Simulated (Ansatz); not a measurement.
# Effect of uniaxial strain ε_zz = +1.80 % on BN

The reference is BN (space group P6_3/mmc, No. 194; a = 2.500 Å, c = 6.412 Å; layered, stacked along the Cartesian z axis). Axes: x lies along a and z along c of the hexagonal cell.

One thing is altered: the cell is stretched by 1.80 % along z with no lateral relaxation, atoms relaxed at fixed cell.

Computed with PBEsol-D3(BJ), PAW, 420 eV (Ansatz, a program for electronic structure; no spin-orbit coupling). Γ-centred 15×15×5 mesh, Fermi–Dirac width 0.05 eV.

| quantity | base | changed | shift |
|---|---|---|---|
| volume per atom | 8.68 Å³ | 8.84 Å³ | +0.16 Å³ |
| space group | P6_3/mmc (No. 194) | P6_3/mmc (No. 194) | – |
| shortest interatomic distance | 1.444 Å | 1.444 Å | 0.000 Å |
| energy relative to the base (free energy F) | 0 meV/atom | +0.3 meV/atom | +0.3 meV/atom |
| band gap | 4.08 eV | 4.12 eV | +0.04 eV |
| gap character | indirect, k = (0.267, 1/3, 0) in the run's primitive reciprocal basis → M | indirect, k = (0.267, 1/3, 0) in the run's primitive reciprocal basis → M | – |
| smallest direct gap | 4.49 eV | 4.56 eV | +0.07 eV |
| width of the top valence band | 3.30 eV | 3.29 eV | -0.01 eV |
| stress (xx, yy, zz, yz, xz, xy; compression positive) | – | (-0.02, -0.02, -0.54, 0.00, 0.00, 0.00) GPa | – |

Final structure:

```yaml
crystal:
  lattice:
    - [2.50046, 0.00000, 0.00000]
    - [-1.25023, 2.16546, 0.00000]
    - [0.00000, 0.00000, 6.52710]
  atoms:
    - { symbol: B, position: [0.66667, 0.33333, 0.25000] }
    - { symbol: B, position: [0.33333, 0.66667, 0.75000] }
    - { symbol: N, position: [0.33333, 0.66667, 0.25000] }
    - { symbol: N, position: [0.66667, 0.33333, 0.75000] }
```

Cost of the whole job for the changed cell (relaxation, final SCF and bands): very roughly 6 core-seconds.

Gaps are Kohn–Sham eigenvalue differences; semilocal functionals usually give less than the measured gap. No phonon test of stability was made.
